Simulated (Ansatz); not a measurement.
System: CsCl-type CoGa. Method: PBE0-D3(BJ) in Ansatz (PAW).

Run with plane-wave cutoff 460 eV, 10×10×10 k mesh, Fermi–Dirac smearing 0.05 eV, no spin polarisation, scalar-relativistic PAW data made under PBE.

Computed at the level's own relaxed cell.

Question: Give the computed equilibrium volume per atom, bulk modulus B0 and lattice parameter a.

Answer: 
* **equilibrium volume per atom**: 11.03 Å³/atom
* **bulk modulus B0**: 227 GPa
* **lattice parameter a**: 2.805 Å

Measured, for comparison: lattice constant a 2.878 Å (temperature not stated, copied from a table, unchecked, no zero-point or thermal correction; as tabulated in Monatshefte fuer Chemie und verwandte Teile anderer Wissenschaften 123, 509 (1992)). Computed (rounded) less measured: lattice constant a not scored (unchecked).

Note: the run has no spin polarisation, so it can have missed a magnetic state.

Static lattice: no zero-point or thermal effects.

It cost very roughly 20 core-minutes of CPU time.

Ansatz is a program for electronic structure.
